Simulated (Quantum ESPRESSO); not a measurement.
## Short convergence ladders for the (110) slab of ZnNi (cut from a parent of space group no. 221; 6 atoms in the cell)

```
CELL_PARAMETERS angstrom
      2.88046     0.00000     0.00000
      0.00000     4.07359     0.00000
      0.00000     0.00000    18.07362
ATOMIC_POSITIONS crystal
  Zn 0.50000 0.25000 0.38731
  Ni 0.00000 0.75000 0.38731
  Zn 0.50000 0.75000 0.50000
  Ni 0.00000 0.25000 0.50000
  Zn 0.50000 0.25000 0.61269
  Ni 0.00000 0.75000 0.61269
```

Base method: PBEsol, PSlibrary ultrasoft (PBE) pseudopotentials (plane waves; Quantum ESPRESSO).

Base settings: ecutwfc = 50 Ry; ecutrho = 300 Ry; occupations = smearing; smearing = gauss; degauss = 0.0073499 Ry; input_dft = pbesol; mixing_mode = local-TF; potentials = {Zn: Zn.pbe-dn-rrkjus_psl.1.0.0.UPF, Ni: Ni.pbe-n-rrkjus_psl.1.0.0.UPF}; K_POINTS = automatic 5 4 1 0 0 0; conv_thr = 1e-10 Ry.

The count of work is k-points × plane waves × bands × iterations; it is no time. 

**The vacuum**

The mesh stays at the base's, so the ladder's end is converged at best in this setting alone.

Only quantities that move along the ladder and can be compared are tabulated.

| vacuum between outermost atoms (Å) | free energy less the last step's (meV/atom) | largest difference of a force vector from the last step's (eV/Å) | count of work / last |
|---|---|---|---|
| 3.0 | -139.51 | 0.804 | 0.11 |
| 5.0 | -11.40 | 0.046 | 0.15 |
| 14.0 | -0.07 | 0.003 | 0.41 |
| 30.0 | 0.00 | 0.000 | 1.0 |

Smallest vacuum between outermost atoms (Å) that holds the free energy within 2 meV/atom of the last step, with all finer ones: 14.0, at 0.41 of the last step's count of work; the step before is off by 11 meV/atom.

Smallest vacuum between outermost atoms (Å) that holds the forces within 0.02 eV/Å of the last step, with all finer ones: 14.0, at 0.41 of the last step's count of work; the step before is off by 0.046 eV/Å.

**The k-point mesh**

Only quantities that move along the ladder and can be compared are tabulated.

| K_POINTS | free energy less the last step's (meV/atom) | largest difference of a force vector from the last step's (eV/Å) | count of work / last |
|---|---|---|---|
| automatic 2 2 1 0 0 0 | 271.63 | 0.262 | 0.074 |
| automatic 3 3 1 0 0 0 | -4.65 | 0.102 | 0.071 |
| automatic 5 4 1 0 0 0 | -10.90 | 0.024 | 0.17 |
| automatic 16 11 1 0 0 0 | 0.00 | 0.000 | 1.0 |

Coarsest K_POINTS that holds the free energy within 2 meV/atom: not settled: the last two steps still differ by 11 meV/atom, over half the tolerance, so the ladder does not show it.

Coarsest K_POINTS that holds the forces within 0.02 eV/Å: not settled: the last two steps still differ by 0.024 eV/Å, over half the tolerance, so the ladder does not show it.

**The plane-wave cutoff**

Moved along: ecutrho.

The mesh stays at the base's, so the ladder's end is converged at best in this setting alone.

Only quantities that move along the ladder and can be compared are tabulated.

```tsv
ecutwfc	free energy less the last step's (meV/atom)	largest difference of a force vector from the last step's (eV/Å)	count of work / last
25 Ry	3547.28	0.057	0.18
35 Ry	122.20	0.001	0.32
50 Ry	31.38	0.001	0.57
75 Ry	0.00	0.000	1.0
```

Coarsest ecutwfc that holds the forces within 0.02 eV/Å of the last step, with all finer ones: 35 Ry, at 0.32 of the last step's count of work; the step before is off by 0.057 eV/Å.

Coarsest ecutwfc that holds the free energy within 5 meV/atom: not settled: the last two steps still differ by 31 meV/atom, over half the tolerance, so the ladder does not show it.

On the base run: the starting cell comes from a database of computed structures (which also holds hypothetical and non-ambient phases and stackings), without a prior relaxation at this level. The slab is cut from that crystal, and its faces are unrelaxed. Its lattice was rescaled by up to half a per cent. Spin polarisation is off. Without a gap this mesh is coarse (it stands for a supercell whose shortest in-plane vector is 14 Å).
